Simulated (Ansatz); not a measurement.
Base system: TiO₂ in the rutile structure (space group P4_2/mnm, No. 136; a = 4.643 Å, c = 2.964 Å). Axes: x, y, z lie along a, b, c of the conventional cell.

The values are results of PBE (Ansatz, a first-principles code), no spin-orbit coupling, not measurements.

One thing is altered: uniaxial strain ε_zz = +1.80 %, all other strain components held at zero, atoms relaxed at fixed cell.

Problem. Predict the stress tensor and what it implies for the stiffness.

Solution. Stress of the strained cell less that of the base (GPa, compression positive):
```
  -2.59    0.00    0.00
   0.00   -2.59    0.00
   0.00    0.00   -8.04
```

Then −Δσ_ii/ε with ε = 0.0180 gives secant stiffness values (nonlinear terms included at this strain): C33 ≈ 447 GPa, C13 ≈ 144 GPa and C23 ≈ 144 GPa.

As a check, the harmonic strain energy −½ V₀ Δσ:ε is 4.8 meV/atom; the computed energy rise is 4.9 meV/atom.

No phonon test of stability was made. The final runs are not spin-polarised.
